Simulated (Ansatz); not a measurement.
## CsCl-type CoAl

The numbers are results of PBEsol (plane waves, PAW; Ansatz, a first-principles code), not measurements.

Settings: plane-wave cutoff 520 eV, 16×16×16 k mesh, Fermi–Dirac smearing 0.1 eV, perturbation theory, force constants from a 4×4×4 q mesh, no spin polarisation, scalar-relativistic PAW data made under PBE.

Cell: relaxed at this level.

```yaml
zone-centre TO phonon frequency: 340 cm⁻¹
zero_point_energy: 0.052 eV/atom
```

Computing time: about 23 core-minutes (a rough figure).
